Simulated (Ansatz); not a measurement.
Cost and result by functional for the surface energy of the (110) surface of cubic HfO2 (a high-symmetry phase, unstable at 0 K and held by its symmetry) in its 1x1 cell (cut with top plane Hf + 2 O, bottom plane Hf + 2 O), outermost plane spacing 1.80 Å in the ideal cut, in Ansatz (plane waves, PAW). Single points on the PBE structure, on one kind of machine; costs are rough ratios of the slab run's core time (references not counted) to the cheapest single point. r2SCAN's cost holds its higher cutoff (500 against 420 eV). Differences are taken against HSE06 for comparison alone: no measured value is at hand, so the table doesn't rank accuracy. HSE06 ran on a coarser k-mesh, which lowers its cost and carries part of its shift.

Set-up: 21 atoms, Hf7O14, 10.8 Å thick at the start; mesh 7x5x1; 0.025 eV smearing; dipole correction on; all atoms relaxed; held to the start's symmetry, so lower structures may exist; no spin, no spin-orbit, no U. These notes are the PBE run's.

```tsv
functional	relative cost	surface energy (J/m²)	less HSE06 (J/m²)
PBEsol	1	1.53	-0.02
LDA	1	1.75	0.20
RPBE	1	1.10	-0.45
r2SCAN	2	1.64	0.09
HSE06	9	1.55	0.00
PBE (the relaxed run's value)	–	1.33	-0.22
```

The values span 0.65 J/m², while the single points' costs differ by a factor of roughly 9. Differences are of unrounded values.

Ansatz is a first-principles code.
